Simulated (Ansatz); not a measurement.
Consider interstitial O in wurtzite ZnO, neutral cell. The step: a concerted move, in which O travels most; the atom moves 1.15 Å along (-0.05, -0.17, 0.20) of the unit cell; the moving atom starts with neighbours O at 1.47; 2 Zn at 1.95 Å and ends with O at 1.48; 2 Zn at 1.95 Å. A PBE band in Ansatz (plane-wave PAW, one k-point at (0.125, 0.250, 0.250), 72 host sites, 62 SCF runs with any check of the saddle's order, static, no finite-size correction) gives a forward barrier of 0.21 eV. The program found a first-order saddle point. The charge state is imposed; whether it is stable for some Fermi level was not computed. Sites that were not tried may lie lower.

Single points at the band's start and saddle point can refine it. Rough cost of one point, in units of the band's mean SCF on the same machine:

```json
[
 {"Level": "PBE, a 2×2×2 k-point mesh shifted by half a step along c", "Cost of one point": "about 4"},
 {"Level": "r2SCAN at 500 eV, one k-point at (0.125, 0.250, 0.250)", "Cost of one point": "about 2"}
]
```

Question: Which of these move the barrier by more than 0.1 eV, and how far does each move it?

Answer: Not one does. PBE, a 2×2×2 k-point mesh shifted by half a step along c: +0.02 eV; r2SCAN at 500 eV, one k-point at (0.125, 0.250, 0.250): +0.02 eV. Each functional is compared with PBE at the same k-points.

Ansatz is a first-principles code.
